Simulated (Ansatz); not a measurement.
**Hypothetical zinc blende BiP, element substitutions**

Take BiP in the zinc blende structure (space group F-43m, No. 216; a = 6.501 Å; a hypothetical phase, not in the database extracts checked) as the base.

Each row replaces one element on all its sites; cell and atoms are relaxed.

Level of theory: PBE (Ansatz, an electronic-structure program, PAW, no spin-orbit coupling).

| variant | shortest interatomic distance | density |
|---|---|---|
| base | 281.5 pm | 5.80 g/cm³ |
| P → N | ? | 8.65 g/cm³ |
| P → Sb | 309.3 pm | 6.03 g/cm³ |
| P → Pd | 269.5 pm | 8.69 g/cm³ |
| P → As | 290.3 pm | ? |

Problem. What belongs in the blanks?

Solution. 
- P → N, shortest interatomic distance: 240.4 pm
- P → As, density: 6.26 g/cm³

Whether these cells are dynamically stable was not tested. As relaxed here, BiN, BiSb, BiPd and BiAs are hypothetical phases, not in the database extracts checked. The final runs are not spin-polarised. An odd electron count without spin: BiPd. BiPd has a high density of states at the Fermi level and may be magnetic at this level.
